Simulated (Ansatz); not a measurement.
# InSb in the zinc blende structure (space group F-43m, No. 216)

```xyz
2
Lattice="0.0000 3.2596 3.2596 3.2596 0.0000 3.2596 3.2596 3.2596 0.0000" Properties=species:S:1:pos:R:3 pbc="T T T"
Sb     4.8894     4.8894     4.8894
In     0.0000     0.0000     0.0000
```

The values are results of PBEsol (Ansatz, a quantum-chemistry and plane-wave program), no SOC, not measurements. k-mesh 12×12×12 (Γ-centred); smearing 0.05 eV (Fermi–Dirac).

```yaml
volume_per_atom: 34.63 Å³
density: 5.67 g/cm³
band_gap: zero
total_energy: -5966.825 eV/atom (σ→0; compares only within this code and set-up)
```

With Sb present, leaving out spin-orbit coupling can change the band edges. Stability against distortions was not tested. All final runs are without spin polarisation. The zero or small gap of InSb can change with the level of theory.
